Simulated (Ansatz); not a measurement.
The parent structure is SiC in the zinc blende structure (space group F-43m, No. 216).

```yaml
crystal:
  lattice:
    - [0.00000, 2.17817, 2.17817]
    - [2.17817, 0.00000, 2.17817]
    - [2.17817, 2.17817, 0.00000]
  atoms:
    - { symbol: C, position: [0.75000, 0.75000, 0.75000] }
    - { symbol: Si, position: [0.00000, 0.00000, 0.00000] }
```

Cartesian axes are those of the cell as printed.

Computed with DFT with r2SCAN, PAW potentials and a 500 eV plane-wave cutoff in Ansatz (a quantum-chemistry and plane-wave program), without spin-orbit coupling.

Strains are applied to the cell and any free atomic positions relax.

One change was made to it. Results:

| quantity | base | after |
|---|---|---|
| smallest direct gap | 5.05 eV | 4.98 eV |
| pressure (mean of the normal stresses, compression positive) | 0.00 GPa | 9.21 GPa |

Problem. What was done to the base?
(A) strain tensor (xx, yy, zz, yz, xz, xy) = (−1.19, −0.49, −2.05, −0.39, +0.02, +0.63) %
(B) isotropic strain +5.41 %
(C) isotropic strain −4.37 %

Solution. A, strain tensor (xx, yy, zz, yz, xz, xy) = (−1.19, −0.49, −2.05, −0.39, +0.02, +0.63) %. For comparison, the smallest direct gap in the other runs: isotropic strain +5.41 % gives 4.82 eV; isotropic strain −4.37 % gives 5.20 eV.

Gaps are read on the SCF mesh and a high-symmetry path. No phonon test of stability was made.
